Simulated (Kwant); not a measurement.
Device: circular cavity between two wires in a GaN two-dimensional gas. Effective mass 0.22 mₑ, grid spacing 12 nm, hard walls, nominal width 150 nm (13 grid rows, so walls 168 nm apart), one parabolic valley, scattering region 1300 nm long along x; energies count from the band bottom; Fermi energy 0.000544 eV. Cavity of radius 290 nm, straight part 0 nm, centre moved sideways by 120 nm. Perpendicular field swept from 0 to 0.098 T, none in the leads; orbital effect alone.

The device is made up for the run: typed textbook-type constants, with dimensions and the other settings drawn at random.

Computed with Kwant: effective-mass tight-binding model on a square grid, one spin, coherent transport at 0 K. Conductance is in e²/h.

Density of the scattering states that come in from the left lead, at field = 0.024225 T, in bins, relative to the largest site value (x marks bins outside the device):

```
|xxxxxxxxxxxxxxxxx          xxxxxxxxxxxxxxxxx|
|xxxxxxxxxxxxxxxx   .. .     xxxxxxxxxxxxxxxx|
|xxxxxxxxxxxxxxx  ..       .  xxxxxxxxxxxxxxx|
|xxxxxxxxxxxxxx   .            xxxxxxxxxxxxxx|
|xxxxxxxxxxxxxx  .             xxxxxxxxxxxxxx|
|xxxxxxxxxxxxx           ..:: :.xxxxxxxxxxxxx|
|xxxxxxxxxxxxx            . ..:.xxxxxxxxxxxxx|
|xxxxxxxxxxxx              .   . xxxxxxxxxxxx|
|xxxxxxxxxxxx            . . ... xxxxxxxxxxxx|
|xxxxxxxxxxxx          . :... .  xxxxxxxxxxxx|
|xxxxxxxxxxxx   .    .... . .  . xxxxxxxxxxxx|
|xxxxxxxxxxxx   .  .. : .      . xxxxxxxxxxxx|
|. ....--:::. ...   . ..       .             |
|+:==:=#@***-.... . ..        .....::...:....|
|-.::.:.-.::....  .. .                       |
|=-:.=*+*%+=--.:.. ..          .::. .::. .::.|
|:...::-:=:-::....:                       .. |
|*-.:+***%#*:-= . ..        ...........::...:|
|:.  ::::-::...  .          .                |
|xxxxxxxxxxxxxxx  .        .  xxxxxxxxxxxxxxx|
|xxxxxxxxxxxxxxxx  ..        xxxxxxxxxxxxxxxx|
|xxxxxxxxxxxxxxxxx          xxxxxxxxxxxxxxxxx|
```
Scale: ten equal steps from 0.004 (start of ' ') to 0.952 (end of '@'), in the order ' .:-=+*#%@'; x runs from -633 to 633, y from -155 (bottom) to 395 (top).

The conductance there is 1.35 e²/h with 3 open channel(s) in the leads.
